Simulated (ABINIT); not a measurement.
# Worked example: self-consistent single point of Ti₂Zn (I4/mmm, 3 atoms in the cell) in ABINIT

Level of theory: PBEsol, PAW (JTH v2.0 PBE PAW, files made for PBE) (plane waves; ABINIT).

The input file:

```
# Ti2Zn, JTH v2.0 PBE PAW
pp_dirpath "./"
pseudos "Ti.GGA_PBE-JTH.xml, Zn.GGA_PBE-JTH.xml"
acell 5.7070460345 5.7070460345 5.7070460345 Angstrom
rprim
        -0.2646754540    0.2646754540    0.9273045930
         0.2646754540   -0.2646754540    0.9273045930
         0.2646754540    0.2646754540   -0.9273045930
natom 3
ntypat 2
znucl 22 30
typat 1 1 2
xred
         0.6637400000    0.6637400000    0.0000000000
         0.3362600000    0.3362600000    0.0000000000
         0.0000000000    0.0000000000    0.0000000000
ecut 30
pawecutdg 60
pawxcdev 0
ixc -116133
occopt 7
tsmear 0.00183747
nband 24
kptopt 1
ngkpt 10 10 10
nshiftk 1
shiftk 0 0 0
nstep 100
toldfe 1.0e-09
prtwf 0
prtden 0
enunit 2
```

Output, abridged:

```
 Symmetries : space group I4/m m m (#139); Bravais tI (body-center tetrag.)

 -outvars: echo values of preprocessed input variables --------
            acell      1.0784754033E+01  1.0784754033E+01  1.0784754033E+01 Bohr
             ecut      3.00000000E+01 Hartree
           enunit           2
              ixc     -116133
         kptrlatt       10    0    0      0   10    0      0    0   10
          kptrlen      5.70891934E+01
            natom           3
            nband          24
            ngfft          54      54      54
          ngfftdg          80      80      80
             nkpt         102
            nstep         100
             nsym          16
           ntypat           2
           occopt           7
        pawecutdg      6.00000000E+01 Hartree
         pawxcdev           0
            rprim     -2.6467545400E-01  2.6467545400E-01  9.2730459300E-01
                       2.6467545400E-01 -2.6467545400E-01  9.2730459300E-01
                       2.6467545400E-01  2.6467545400E-01 -9.2730459300E-01
          spgroup         139
           toldfe      1.00000000E-09 Hartree
           tsmear      1.83747000E-03 Hartree
            typat      1  1  2
           useylm           1
             xred      6.6374000000E-01  6.6374000000E-01  0.0000000000E+00
                       3.3626000000E-01  3.3626000000E-01  0.0000000000E+00
                       0.0000000000E+00  0.0000000000E+00  0.0000000000E+00
            znucl       22.00000   30.00000

== DATASET  1 ==================================================================

 Real(R)+Recip(G) space primitive vectors, cartesian coordinates (Bohr,Bohr^-1):
 R(1)= -2.8544597  2.8544597 10.0007519  G(1)=  0.0000000  0.1751645  0.0499962
 R(2)=  2.8544597 -2.8544597 10.0007519  G(2)=  0.1751645  0.0000000  0.0499962
 R(3)=  2.8544597  2.8544597-10.0007519  G(3)=  0.1751645  0.1751645  0.0000000
 Unit cell volume ucvol=  3.2594211E+02 bohr^3
 Angles (23,13,12)=  1.49304662E+02  1.49304662E+02  4.39630516E+01 degrees

 Coarse grid specifications (used for wave-functions):

 getcut: wavevector=  0.0000  0.0000  0.0000  ngfft=  54  54  54
         ecut(hartree)=     30.000   => boxcut(ratio)=   2.03130

 Fine grid specifications (used for densities):

 getcut: wavevector=  0.0000  0.0000  0.0000  ngfft=  80  80  80
         ecut(hartree)=     60.000   => boxcut(ratio)=   2.12821

   2.13252413E+03                                ecore*ucvol(ha*bohr**3)

_setup2: Arith. and geom. avg. npw (full set) are    2557.951    2557.932

--- !BeginCycle
solver: {iscf: 17, nstep: 100, nline: 4, wfoptalg: 10, }
tolerances: {toldfe: 1.00E-09, }
...

     iter   Etot(hartree)      deltaE(h)  residm     nres2
 ETOT  1  -177.21837099940    -1.772E+02 2.061E+01 6.271E+01
 ETOT  2  -181.61380428679    -4.395E+00 6.644E-01 2.130E+02
 ETOT  3  -181.57706233396     3.674E-02 7.275E-02 1.082E+02
 ETOT  4  -181.50859961030     6.846E-02 6.671E-02 1.099E+01
 ETOT  5  -181.50315375689     5.446E-03 4.121E-02 1.801E+00
 ETOT  6  -181.50510239298    -1.949E-03 5.558E-02 2.338E-01
   [... 6 lines left out ...]
 ETOT 13  -181.50535196825    -2.871E-08 7.135E-03 1.513E-06
 ETOT 14  -181.50535197518    -6.932E-09 3.370E-03 1.945E-06
 ETOT 15  -181.50535197640    -1.218E-09 2.448E-03 1.943E-07
 ETOT 16  -181.50535197669    -2.870E-10 2.000E-03 1.036E-07
 ETOT 17  -181.50535197667     1.990E-11 2.259E-03 3.184E-08

 At SCF step   17, etot is converged :
  for the second time, diff in etot=  1.990E-11 < toldfe=  1.000E-09

 Cartesian components of stress tensor (hartree/bohr^3)
  sigma(1 1)=  1.09174881E-04  sigma(3 2)=  0.00000000E+00
  sigma(2 2)=  1.09174881E-04  sigma(3 1)=  0.00000000E+00
  sigma(3 3)=  8.47959864E-05  sigma(2 1)=  0.00000000E+00

 ----iterations are completed or convergence reached----

 reduced coordinates (array xred) for    3 atoms
       0.663740000000      0.663740000000      0.000000000000
       0.336260000000      0.336260000000      0.000000000000
       0.000000000000      0.000000000000      0.000000000000
 cartesian forces (eV/Angstrom) at end:
    1      0.00000000000000    -0.00000000000000     0.02284808747616
    2     -0.00000000000000    -0.00000000000000    -0.02284808747616
    3      0.00000000000000     0.00000000000000    -0.00000000000000
 frms,max,avg= 1.0770692E-02 2.2848087E-02   0.000E+00  0.000E+00  0.000E+00 e/A
 length scales= 10.784754032976 10.784754032976 10.784754032976 bohr
              =  5.707046034500  5.707046034500  5.707046034500 angstroms
 Fermi (or HOMO) energy (hartree) =   0.31555   Average Vxc (hartree)=  -0.41029
 Eigenvalues (hartree) for nkpt= 102  k points:
 kpt#   1, nband= 24, wtk=  0.00100, kpt=  0.0000  0.0000  0.0000 (reduced coord)
  -1.76731   -1.76281   -0.90349   -0.89477   -0.89477   -0.88975   -0.88765   -0.88765
   0.02252    0.04767    0.05395    0.06263    0.06263    0.06686    0.19763    0.25511
   0.26288    0.32986    0.35714    0.35714    0.39013    0.39018    0.39397    0.39772
      occupation numbers for kpt#   1
   2.00000    2.00000    2.00000    2.00000    2.00000    2.00000    2.00000    2.00000
   2.00000    2.00000    2.00000    2.00000    2.00000    2.00000    2.00000    2.00000
   2.00000    0.00000    0.00000    0.00000    0.00000    0.00000    0.00000    0.00000
 prteigrs : prtvol=0 or 1, do not print more k-points.

 Fermi (or HOMO) energy (eV) =   8.58658   Average Vxc (eV)= -11.16457
 Eigenvalues (   eV  ) for nkpt= 102  k points:
 kpt#   1, nband= 24, wtk=  0.00100, kpt=  0.0000  0.0000  0.0000 (reduced coord)
 -48.09094  -47.96839  -24.58516  -24.34799  -24.34799  -24.21141  -24.15414  -24.15414
   0.61269    1.29730    1.46795    1.70423    1.70423    1.81928    5.37792    6.94185
   7.15343    8.97606    9.71834    9.71834   10.61600   10.61730   10.72057   10.82255
 prteigrs : prtvol=0 or 1, do not print more k-points.

--- !EnergyTerms
comment             : Components of total free energy in Hartree
kinetic             :  2.19323498771635E+01
hartree             :  3.60801188988345E+01
xc                  : -8.22588137611629E+00
Ewald energy        : -1.30695536024936E+02
psp_core            :  6.54264693125902E+00
local_psp           : -1.22863109101220E+02
spherical_terms     :  1.57242005744568E+01
internal            : -1.81505210220558E+02
'-kT*entropy'       : -1.54821995793874E-04
total_energy        : -1.81505365042554E+02
total_energy_eV     : -4.93901216082235E+03
...

-Cartesian components of stress tensor (GPa)         [Pressure= -2.9730E+00 GPa]
- sigma(1 1)=  3.21203536E+00  sigma(3 2)=  0.00000000E+00
- sigma(2 2)=  3.21203536E+00  sigma(3 1)=  0.00000000E+00
- sigma(3 3)=  2.49478363E+00  sigma(2 1)=  0.00000000E+00

 Calculation completed.
```

The run converged in 17 iterations.

The starting cell comes from a database of computed structures (which also holds hypothetical and non-ambient phases and stackings), without a prior relaxation at this level. Spin polarisation is off. The potentials were made for another functional than the one used.

Cost on one core of a shared machine: roughly 10 min.
